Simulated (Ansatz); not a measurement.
# ZnSe: strain along the normal

ZnSe (zinc blende, F-43m, 22.346 Å³/atom at rest) under an equal strain ε in the (001) plane with the normal axis free, as in a coherent film. PBEsol in Ansatz, a plane-wave DFT program (PAW, default set), 420 eV, 10×10×10 Γ-centred mesh, Fermi-Dirac smearing 0.05 eV; ions are relaxed within the symmetry of each cell.

Here s stands for strain and y for normal strain.

```csv
strain (%),normal strain (%)
-3.00,?
-1.50,1.77
-1.00,1.19
-0.50,0.60
0.00,0.00
0.50,-0.60
1.00,-1.20
1.50,-1.81
```

Q: Using a straight line, estimate the missing y at s = -3.00 from the other rows, showing the fit.

A: Means: s 0, y -0.007. About the means, the sum of products is -8.3600 and the sum of squares of s is 7.0000; the slope is their ratio. Least squares gives y = -0.007 - 1.1943·s. Residuals (row less fit): -0.014, 0.003, 0.010, 0.007, 0.004, 0.001, -0.012; standard error 0.010 (degrees of freedom: 5). The slope, -1.19 ± 0.00, is the elastic response of the normal axis, −2C12/C11 for this plane. At the withheld row, y = -0.007 - 1.1943 × (-3.0) = 3.576%. The calculation gives 3.51%, 0.066% below the prediction (1.2 % of the range of y in the table). The row lies outside the fitted rows, so this is an extrapolation. From the scatter of the fitted rows alone, a prediction at this place has a standard error of 0.016%, so the miss is 4.1 times that.

One order more, fitted to all 13 runs of the series, follows each within 0.01, so the miss is the next term of a smooth law. Rows are the converged runs of the series near zero and its far end; series whose fitted rows scatter by over a few per cent of the range, as at a crossing or softening among them, aren't shown in this form. Most that stay on the fit to the last digits aren't either.
